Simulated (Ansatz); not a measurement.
HfSi2: pressure series

Base system: HfSi2 (space group Cmcm, No. 63; a = 3.683 Å, b = 14.598 Å, c = 3.658 Å).

Cell and atoms are relaxed at each pressure.

Calculations: PBE (Ansatz, a first-principles code), scalar-relativistic without spin-orbit coupling, earlier PAW set.

```json
[
 {"pressure (GPa)": "-2", "volume per atom (Å³/atom)": "16.657"},
 {"pressure (GPa)": "-1", "volume per atom (Å³/atom)": "?"},
 {"pressure (GPa)": "0", "volume per atom (Å³/atom)": "16.389"},
 {"pressure (GPa)": "3", "volume per atom (Å³/atom)": "16.023"},
 {"pressure (GPa)": "7", "volume per atom (Å³/atom)": "15.588"},
 {"pressure (GPa)": "30", "volume per atom (Å³/atom)": "13.828"},
 {"pressure (GPa)": "50", "volume per atom (Å³/atom)": "12.827"},
 {"pressure (GPa)": "75", "volume per atom (Å³/atom)": "11.921"},
 {"pressure (GPa)": "100", "volume per atom (Å³/atom)": "11.237"}
]
```

Fit the third-order Birch–Murnaghan form P(V) = (3B₀/2)[(V₀/V)^(7/3) − (V₀/V)^(5/3)]·[1 + (3/4)(B₀′ − 4)((V₀/V)^(2/3) − 1)] (squares taken in P) to the rows shown and predict the withheld row.

Least squares on the printed values gives V₀ = 16.391 Å³/atom, B₀ = 126 GPa, B₀′ = 3.9; this predicts 16.523 Å³/atom, and the run gives 16.520 Å³/atom, 0.003 lower.

Load acts through the strain it causes; cell and atoms are relaxed under it. Stability against distortions was not tested. Competing high-pressure phases were not computed. The final runs are not spin-polarised.
